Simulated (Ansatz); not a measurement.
WSi2, response to strain

The parent structure is WSi2 (space group I4/mmm, No. 139; relaxed with 0.1 eV smearing).

```yaml
crystal:
  lattice:
    - [-1.59264, 1.59264, 3.88656]
    - [1.59264, -1.59264, 3.88656]
    - [1.59264, 1.59264, -3.88656]
  atoms:
    - { symbol: Si, position: [0.66535, 0.66535, 0.00000] }
    - { symbol: Si, position: [0.33465, 0.33465, 0.00000] }
    - { symbol: W, position: [0.00000, 0.00000, 0.00000] }
```

Cartesian axes are those of the cell as printed.

Strains are applied to the cell and any free atomic positions relax; under biaxial strain the out-of-plane vector relaxes too.

Calculations: LDA (Ansatz, a first-principles code), no spin-orbit coupling.

Notes on the quantities. energy relative to the base: free energy F.

```tsv
biaxial strain, plane normal [001], relaxed out of plane (%)	energy relative to the base (meV/atom)
-3	42.7
-2.5	29.4
-2	?
-1.5	10.4
-1	4.6
-0.5	1.1
0	0.0
```

Fit ΔE = Aε² + Bε³ (ε in %) to the rows shown and predict the withheld row.

Least squares on the printed values gives A = 4.50 and B = -0.081 meV/atom (largest residual 0.0 meV/atom); this predicts 18.7 meV/atom, and the run gives 18.6 meV/atom, in agreement.

Stability against distortions was not tested. All final runs are without spin polarisation.
